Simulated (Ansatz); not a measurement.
InSb, pressure series

The parent structure is InSb in the zinc blende structure (space group F-43m, No. 216; a = 6.5189 Å).

Cell and atoms are relaxed at each pressure.

All numbers come from Ansatz (a program for electronic structure), PBEsol, PAW, cutoff 420 eV, no SOC.

Computed cases, in order: pressure −2 GPa; pressure −1 GPa; 0 GPa (base); pressure 0.9 GPa; pressure 2.1 GPa; pressure 4.5 GPa; pressure 9 GPa; pressure 15 GPa; pressure 22.5 GPa; pressure 30 GPa.

### Question
Between which two neighbouring cases does the band gap open or close?

### Answer
Between pressure 2.1 GPa (zero) and pressure 4.5 GPa (0.12 eV). The whole series: pressure −2 GPa: zero; pressure −1 GPa: zero; 0 GPa (base): zero; pressure 0.9 GPa: zero; pressure 2.1 GPa: zero; pressure 4.5 GPa: 0.12 eV; pressure 9 GPa: 0.49 eV; pressure 15 GPa: 0.81 eV; pressure 22.5 GPa: 0.66 eV; pressure 30 GPa: 0.53 eV.

With Sb present, leaving out spin-orbit coupling can change the band edges. Load acts through the strain it causes; cell and atoms are relaxed under it. No phonon test of stability was made. Tetrahedral semiconductors of this kind turn to denser phases somewhere between about 1 and 50 GPa; those were not computed, so compressed cells here can lie past the real transition. The final runs are not spin-polarised. The zero or small gap of InSb can change with the level of theory.
